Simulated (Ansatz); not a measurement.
# Sr: pressure −1 GPa

Base system: Sr in the fcc (Cu type) structure (space group Fm-3m, No. 225; a = 5.923 Å).

One thing is altered: hydrostatic tension (pressure −1 GPa).

Level of theory: PBEsol/PAW in Ansatz (a program for electronic structure), without spin-orbit coupling. Settings: 14×14×14 k-points, 0.05 eV Fermi–Dirac smearing.

The volume per atom goes up by 5.210 Å³ (51.93 Å³ → 57.15 Å³) and the density drops by 0.255 g/cm³, from 2.80 g/cm³ to 2.55 g/cm³. The lattice parameter a grows by 0.1918 Å (5.923 Å → 6.114 Å) and the shortest interatomic distance goes up by 0.1356 Å to 4.323 Å. The enthalpy H = E + PV relative to the base's energy is -0.34 eV/atom and the band gap stays zero.

Load acts through the strain it causes; cell and atoms are relaxed under it. No phonon test of stability was made.
